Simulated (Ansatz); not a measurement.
**Al2Cu: pressure series**

Consider Al2Cu (space group I4/mcm, No. 140; a = 6.060 Å, c = 4.875 Å).

Cell and atoms are relaxed at each pressure.

The values are results of PBE in Ansatz (plane waves to 420 eV, PAW, no SOC), not measurements.

```csv
P (GPa),V (Å³/atom)
-2.00,15.233
-1.00,15.069
0.89,14.784
2.09,14.618
4.49,14.314
8.99,13.822
14.99,13.282
22.50,12.732
29.99,12.278
```

**Question.** Fit a third-order Birch–Murnaghan equation of state.

**Answer.** Least squares on P(V) = (3B₀/2)[(V₀/V)^(7/3) − (V₀/V)^(5/3)]·[1 + (3/4)(B₀′ − 4)((V₀/V)^(2/3) − 1)] gives V₀ = 14.92 Å³/atom, B₀ = 100 GPa and B₀′ = 4.4.

Load acts through the strain it causes; cell and atoms are relaxed under it. Whether these cells are dynamically stable was not tested. No other phases were tried under pressure. All final runs are without spin polarisation.

Ansatz is a first-principles code.
